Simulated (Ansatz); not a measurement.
Take RhSb$_{3}$ (space group Im-3, No. 204) as the base.

```
RhSb3
1.0
   -4.62387     4.62387     4.62387
    4.62387    -4.62387     4.62387
    4.62387     4.62387    -4.62387
Sb Rh
12 4
Direct
  0.15505   0.33959   0.49465
  0.84495   0.66041   0.50535
  0.84495   0.33959   0.18454
  0.15505   0.66041   0.81546
  0.49465   0.15505   0.33959
  0.50535   0.84495   0.66041
  0.18454   0.84495   0.33959
  0.81546   0.15505   0.66041
  0.33959   0.49465   0.15505
  0.66041   0.50535   0.84495
  0.33959   0.18454   0.84495
  0.66041   0.81546   0.15505
  0.50000   0.50000   0.50000
  0.00000   0.00000   0.50000
  0.50000   0.00000   0.00000
  0.00000   0.50000   0.00000
```

The values are results of plane-wave PAW DFT at the PBEsol level (Ansatz, an electronic-structure program, 420 eV), no spin-orbit coupling, not measurements.

For the base:

The shortest interatomic distance comes out as 2.608 Å.

It is then changed as follows: a negative pressure, −1 GPa.

**Question.** How does this affect the shortest interatomic distance?

**Answer.** The shortest interatomic distance increases by 0.009 Å to 2.617 Å.

Load acts through the strain it causes; cell and atoms are relaxed under it. Stability against distortions was not tested. The final runs are not spin-polarised.
